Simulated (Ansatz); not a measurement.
HfO$_{2}$ (space group P4_2/nmc, No. 137)

```yaml
crystal:
  lattice:
    - [3.57698, 0.00000, 0.00000]
    - [0.00000, 3.57698, 0.00000]
    - [0.00000, 0.00000, 5.20360]
  atoms:
    - { symbol: Hf, position: [0.00000, 0.00000, 0.00000] }
    - { symbol: Hf, position: [0.50000, 0.50000, 0.50000] }
    - { symbol: O, position: [0.00000, 0.50000, 0.19607] }
    - { symbol: O, position: [0.00000, 0.50000, 0.69607] }
    - { symbol: O, position: [0.50000, 0.00000, 0.30393] }
    - { symbol: O, position: [0.50000, 0.00000, 0.80393] }
```

Calculations: r2SCAN (Ansatz, a first-principles code), no spin-orbit coupling, earlier PAW set. Γ-centred 9×9×7 mesh, Fermi–Dirac width 0.05 eV.

| Quantity | Result |
|---|---|
| Volume per atom | 11.10 Å³ |
| Density | 10.50 g/cm³ |
| Band gap | 5.27 eV, indirect, Z → Γ |
| Electron mass | 1.0 mₑ along c, 0.89 mₑ across |
| Total energy | -5625.672 eV/atom (σ→0; compares only within this code and set-up) |

Spin-orbit coupling, missing from the scalar runs, can matter with Hf. Masses are band curvatures over ±0.01 Å⁻¹ around the edge. No phonon test of stability was made. This is not the structure that HfO2 has at room temperature and ambient pressure.
